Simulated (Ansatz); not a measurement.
Al on the 1x1 (110) surface of bcc Ta, one in a 2x2 cell, started at the site 'hollow Ta-Ta-Ta'

These are PBE (plane waves to 420 eV, PAW; Ansatz, an electronic-structure program) values and carry that method's errors.

Set-up: 17 atoms, 6.8 Å thick at the start under the adsorbate (thin: gaps and levels are the slab's own); mesh 5x5x1; 0.1 eV smearing; dipole correction on; 8 atoms held, the rest relaxed; held to the start's symmetry, so lower structures may exist; no spin, no spin-orbit, no U, no dispersion correction. At the end it is bonded to 4 Ta. In PBE it is, or lies within 0.03 eV of, the lowest of the starts that converged.

| Item | Value |
|---|---|
| adsorption energy against an atom of fcc Al | -0.1 kJ/mol |
| work function of the top face | 4.13 eV |
| change of the work function | -0.64 eV |
| change of the step from the bottom to the top vacuum level, against the clean slab | -0.59 eV |
| energy released by relaxation | 0.37 eV |
| height of the binding atom over the mean of the host atoms within 0.3 Å of the top one | 1.920 Å |
| nearest host atoms of the binding atom | Ta at 2.67 Å, Ta at 2.67 Å, Ta at 2.92 Å |
| largest move of a host atom | 0.15 Å |
| note | in the relaxation the adsorbate left its starting site by 0.6 Å |
| cost | around 8 core-minutes (rough) |

A negative adsorption energy means that the adsorbate is more stable on the surface than in its reference.
